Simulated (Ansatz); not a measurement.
The parent structure is ZnSe in the zinc blende structure (space group F-43m, No. 216; a = 5.666 Å). Axes: x, y, z lie along the cube axes.

Modification: the cell is compressed by 3.34 % along z with no lateral relaxation, atoms relaxed at fixed cell.

Levels (all Ansatz, a first-principles code, PAW, earlier PAW set): r2SCAN (500 eV, no spin-orbit coupling); HSE06+SOC (420 eV, noncollinear with spin-orbit coupling).

The geometry is relaxed with r2SCAN.

| Quantity | Result |
|---|---|
| r2SCAN lowest conduction level above the VBM at special points | Γ 1.92 eV; N 3.02 eV; M 3.07 eV |
| r2SCAN valence-band top at Γ | 0.00, -0.12, -0.12 eV |

With HSE06+SOC at the same geometry, the lowest conduction level above the VBM at special points changes from Γ 1.92 eV; N 3.02 eV; M 3.07 eV to Γ 2.37 eV; N 3.51 eV; M 3.47 eV; the valence-band top at Γ (three highest Kramers pairs, from the VBM) changes from 0.00, -0.12, -0.12 eV to 0.00, -0.09, -0.49 eV.

Single points use the geometry relaxed with r2SCAN. Differences between runs with and without spin-orbit coupling are approximate. The levels and masses belong to the bands next to the band gap. The cells carry an imposed strain or load. Whether these cells are dynamically stable was not tested. k-point labels follow each cell's own Brillouin zone.
